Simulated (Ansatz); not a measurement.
Point defects in Al

Take an 8-atom supercell of Al in the fcc (Cu type) structure (space group Fm-3m, No. 225; a = 4.040 Å) at its relaxed geometry as the base.

One neutral defect a cell, atoms relaxed at fixed cell.

Computed with PBE in Ansatz (plane waves to 420 eV, PAW, without spin-orbit coupling), earlier PAW set.

```json
[
 {"variant": "perfect supercell", "largest displacement of a host atom from its site in the perfect cell": "–", "pressure": "-0.2 GPa"},
 {"variant": "Zn on a Al site", "largest displacement of a host atom from its site in the perfect cell": "0.00 Å", "pressure": "-0.6 GPa"},
 {"variant": "Al vacancy", "largest displacement of a host atom from its site in the perfect cell": "0.00 Å", "pressure": "[?]"},
 {"variant": "Li interstitial (started 2.02 Å from the nearest host atom)", "largest displacement of a host atom from its site in the perfect cell": "0.16 Å", "pressure": "12.9 GPa"},
 {"variant": "Y on a Al site, symmetric start", "largest displacement of a host atom from its site in the perfect cell": "0.00 Å", "pressure": "9.5 GPa"},
 {"variant": "In on a Al site", "largest displacement of a host atom from its site in the perfect cell": "0.00 Å", "pressure": "6.4 GPa"}
]
```

Q: Complete the table.

A: 
- Al vacancy, pressure: -2.3 GPa

The cell is small, so the values are those of an ordered compound at a high defect concentration; dilute-limit values will differ. Defects with a symmetric start kept the site's symmetry and may sit on a saddle; the others started slightly shaken. All final runs are without spin polarisation.

Ansatz is an electronic-structure program.
